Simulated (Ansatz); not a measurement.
The structure below was relaxed with r2SCAN (Ansatz, a program for electronic structure), spin-orbit coupling left out.

Space group Fm-3m (No. 225); a = 3.5768 Å, b = 3.5768 Å, c = 3.5768 Å, α = 90.00°, β = 90.00°, γ = 90.00°

```
atom  site  symmetry       x       y       z
----  ----  --------  ------  ------  ------
Cu      4a      m-3m  0.0000  0.0000  0.0000
```

Question: Write out a cell with all atoms.

Answer: 
```cif
data_Cu4
_chemical_formula_sum 'Cu4'
_space_group_name_H-M_alt 'P 1'
_space_group_IT_number 1
_cell_length_a 3.57675
_cell_length_b 3.57675
_cell_length_c 3.57675
_cell_angle_alpha 90.000
_cell_angle_beta 90.000
_cell_angle_gamma 90.000
loop_
_space_group_symop_operation_xyz
  'x, y, z'
loop_
_atom_site_label
_atom_site_type_symbol
_atom_site_fract_x
_atom_site_fract_y
_atom_site_fract_z
_atom_site_occupancy
Cu1 Cu 0.00000 0.00000 0.00000 1
Cu2 Cu 0.00000 0.50000 0.50000 1
Cu3 Cu 0.50000 0.00000 0.50000 1
Cu4 Cu 0.50000 0.50000 0.00000 1
```
This is the conventional cell.

Stability against distortions was not tested. The final runs are not spin-polarised. The cell was made from Au by this change: Au → Cu.
